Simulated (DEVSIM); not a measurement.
System: illuminated Si p-on-n cell, one wavelength, at 350 K.

Layer 1 from the left is Si, thickness (μm) 0.890, Na (cm⁻³) 1.5e19, τn (s) 4.9e-5, τp (s) 1.4e-5, absorption coefficient (cm⁻¹) 240. Layer 2 from the left is Si, thickness (μm) 230, Nd (cm⁻³) 9.5e16, τn (s) 0.00058, τp (s) 0.00058, absorption coefficient (cm⁻¹) 240.

Left contact: ohmic, minority electron recombination velocity 400 cm/s. Right contact: ohmic, minority hole recombination velocity 4e5 cm/s. Voltage is applied to the left contact. Recombination: SRH at mid-gap, radiative, Auger. Gap narrowing is on: ΔEg = 6.92 meV × (l + √(l² + 0.5)), l = ln(N/1.3e17 cm⁻³), shared equally by both band edges. Light enters at the left, 4.4e17 photons cm⁻² s⁻¹, one pass, no reflection. Mobility is μmin + (μ − μmin)/(1 + (N/Nref)^α).

This is a model device: material constants are rounded textbook-type values typed into the input, and sizes, dopings and lifetimes were drawn at random. Values at 300 K; Nc and Nv go as T^1.5, mobilities as T to minus their exponent, the gap by Varshni's rule with the affinity fixed.

Si: gap (eV) 1.124, affinity (eV) 4.05, permittivity 11.7, Nc (cm⁻³) 2.86e19, Nv (cm⁻³) 3.1e19, μn (cm²/Vs) 1417, μp (cm²/Vs) 470, μn,min 52, μp,min 45, Nref,n 9.7e16, Nref,p 2.2e17, αn 0.68, αp 0.72, T exponent of μn 2.3, T exponent of μp 2.2, B (cm³/s) 4.7e-15, Cn (cm⁶/s) 2.8e-31, Cp (cm⁶/s) 9.9e-32, Varshni α (eV/K) 0.000473, Varshni β (K) 636.

Model (solved in DEVSIM): 1D drift-diffusion, Boltzmann statistics, complete ionisation; no tunnelling, impact ionisation, image-force lowering or self-heating.

Dark forward current:

```tsv
|V| (V)	|J| (A/cm²)
0.05	6.003e-10
0.10	3.508e-9
0.15	1.826e-8
0.20	9.448e-8
0.25	4.916e-7
0.30	2.569e-6
0.35	1.345e-5
0.40	7.052e-5
0.45	0.0003699
0.50	0.001940
0.55	0.01018
0.60	0.05323
0.65	0.2751
0.70	1.350
0.75	5.755
0.80	19.34
0.85	48.90
0.90	96.46
0.95	159.9
1.00	236.7
1.05	324.6
1.10	421.9
1.15	527.6
1.20	640.5
1.25	760.1
1.30	885.6
```

Task: Work out the local ideality factor n = ΔV / (kT/q · ln(J2/J1)) between the rows 0.15 and 0.20 V, 0.50 and 0.55 V, 1.25 and 1.30 V.

Result: kT/q = 30.16 mV. From 0.15 to 0.20 V: ln(9.448e-8/1.826e-8) = 1.644, n = 1.01, near the 1 of diffusion or emission over a barrier. From 0.50 to 0.55 V: ln(0.01018/0.001940) = 1.658, n = 1.00, near the 1 of diffusion or emission over a barrier. From 1.25 to 1.30 V: ln(885.6/760.1) = 0.153, n = 10.85.

Task: What current could the absorbed light give at most, and what share is collected?

Result: Σ αd = 5.54, so qΦ(1 − exp(−Σ αd)) = 70.2 mA/cm². The simulated short-circuit current is 57.27 mA/cm², a share of 0.82.

Task: Estimate the open-circuit voltage by superposition: the voltage at which the dark current equals that short-circuit current.

Result: Interpolating ln J in the table gives 0.602 V. The simulation gives 0.602 V, the same within the digits that matter. Superposition holds where collection doesn't change with voltage.

Task: Estimate the fill factor from FF0 = (v − ln(v + 0.72))/(v + 1), v = qVoc/(nkT), with n from the dark curve.

Result: The rows about Voc, 0.60 and 0.65 V, give n = 1.01, so v = 19.8 and FF0 = 0.806. The simulation gives 0.808, the same within the digits that matter.
